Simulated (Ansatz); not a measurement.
## TiPt3, response to strain

The parent structure is TiPt$_{3}$ in the Cu3Au type structure (space group Pm-3m, No. 221; a = 3.948 Å; relaxed with 0.1 eV smearing).

Strains are applied to the cell and any free atomic positions relax.

Level of theory: PBE (Ansatz, an electronic-structure program), no SOC.

Notes on the quantities. energy relative to the base: free energy F.

| isotropic strain (%) | energy relative to the base (meV/atom) |
|---|---|
| 0 | 0.0 |
| 0.6 | ? |
| 1.2 | 13.9 |
| 1.8 | 30.6 |
| 2.4 | 53.2 |
| 3 | 81.1 |

### Question
Fit ΔE = Aε² + Bε³ (ε in %) to the rows shown and predict the withheld row.

### Answer
Least squares on the printed values gives A = 10.1 and B = -0.36 meV/atom (largest residual 0.0 meV/atom); this predicts 3.6 meV/atom, and the run gives 3.6 meV/atom, in agreement.

Stability against distortions was not tested. The final runs are not spin-polarised.
